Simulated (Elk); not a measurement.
Band structure of CoIr (R-3m, 2 atoms in the cell).

```
CoIr
1.0
    1.32421     0.76453     4.16478
   -1.32421     0.76453     4.16478
    0.00000    -1.52907     4.16478
Co Ir
1 1
Cartesian
  0.00000   0.00000   0.00000
  0.00000   0.00000   6.24717
```
Moments meant for the start (each program seeds them in its own way; μB, in the order of the atoms Co Ir): 3.0 0.0.

Level of theory: PBEsol, all-electron FP-LAPW, Elk's shipped species files, LAPW+lo basis in Elk.

Settings: xctype = 22; spinpol = true; rgkmax = 8; stype = 0; swidth = 0.00499791 Ha; ngridk = 12 12 12; reducebf = 0.7; gmaxvr = 16 1/bohr; nxoapwlo = 1; rmtscf = 0.84; nempty = 12 per atom; maxscl = 100; bfcmt = [[0.0, 0.0, -0.75], [0.0, 0.0, 0.0]].

The starting cell comes from a database of computed structures (which also holds hypothetical and non-ambient phases and stackings), without a prior relaxation at this level. Spin-orbit coupling is off. With one magnetic atom in the cell only a parallel order is possible. Values depend on the basis (sphere radii, cutoffs, local orbitals), which need not be converged.

Levels in eV from the Fermi level, bands 20 to 27 of the first spin channel:
```
point     20     21     22     23     24     25     26     27
-----  -----  -----  -----  -----  -----  -----  -----  -----
B      -1.57  -1.42  -0.61   0.29   4.65   5.30   7.23   7.66
Z      -2.30  -2.30  -1.52  -1.52  -0.40  -0.40  13.13  15.29
Γ      -2.63  -1.30  -1.30  -0.09   0.53   0.53   7.57  14.70
X      -1.63  -1.28  -0.71   0.18   4.79   5.09   7.25   8.88
```

Bands cross the Fermi level along this path, so the cell is metallic at this level.

The net moment of the cell came out as 1.52 μB.
